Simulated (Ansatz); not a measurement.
Base system: BAs (space group P6_422, No. 181; a = 3.429 Å, c = 7.403 Å; a hypothetical phase, not in the database extracts checked).

Now apply this change: the cell is scaled by 1.0249 in all directions; the atoms relax in the strained cell.

Levels (all Ansatz, a program for electronic structure, PAW): PBEsol (420 eV, no spin-orbit coupling); r2SCAN (500 eV, no spin-orbit coupling); HSE06 (420 eV, without spin-orbit coupling).

At the geometry relaxed with PBEsol, these levels gave the following band gaps, in shuffled order: (a) 0.65 eV, (b) 1.07 eV, (c) 0.43 eV.

Question: Match each gap to its level.

Answer: (a) r2SCAN; (b) HSE06; (c) PBEsol.

Single points use the geometry relaxed with PBEsol. The hybrid gap comes from the SCF mesh plus the semilocal run's edge points and a few special points and is an upper bound. Whether these cells are dynamically stable was not tested. The base started in P3_121 and relaxed to P6_422 at this level.
